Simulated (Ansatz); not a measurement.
**Effect of x(As) = 0.75, 8 atoms, P-4m2 on InSb**

The reference is InSb in the zinc blende structure (space group F-43m, No. 216; a = 6.635 Å).

The other end (x = 1) is InAs in the zinc blende structure (space group F-43m, No. 216): 29.60 Å³/atom, gap zero.

It is then changed as follows: a fraction x = 0.75 of the Sb sites is given to As, ordered in a cell of 8 atoms (starting symmetry P-4m2) and fully relaxed.

Method: PBE, PAW, 420 eV (Ansatz, a program for electronic structure; no SOC). Γ-centred 11×11×4 mesh, Fermi–Dirac width 0.05 eV, for the changed cell.

```tsv
quantity	base	changed	shift
volume per atom	36.51 Å³	31.24 Å³	-5.264 Å³
density	5.38 g/cm³	5.35 g/cm³	-0.03 g/cm³
shortest interatomic distance	2.873 Å	2.694 Å	-0.179 Å
band gap	zero	zero	–
mixing energy (to 0.01 eV only: unlike meshes or grids)	–	+0.01 eV/atom	–
deviation of the volume from the linear (Vegard-type) interpolation	–	-0.3 %	–
mean first-shell distances	–	Sb–In 2.827 Å (end compound 2.873 Å), As–In 2.696 Å (end compound 2.679 Å)	–
```

Final structure:

```
CELL_PARAMETERS angstrom
      4.45422     0.00000     0.00000
      0.00000     4.45422     0.00000
      0.00000     0.00000    12.59704
ATOMIC_POSITIONS crystal
  As 0.00000 0.00000 0.50000
  As 0.50000 0.50000 0.25895
  Sb 0.00000 0.00000 0.00000
  As 0.50000 0.50000 0.74105
  In 0.50000 0.00000 0.86181
  In 0.00000 0.50000 0.62031
  In 0.50000 0.00000 0.37969
  In 0.00000 0.50000 0.13819
```

Each cell is one ordered arrangement of few atoms, which overstates ordering effects compared with a random alloy. With Sb present, leaving out spin-orbit coupling can change the band edges. No phonon test of stability was made. The final runs are not spin-polarised. A zero or small gap of In4SbAs3, InSb and InAs can be the functional's error rather than a property of the material.
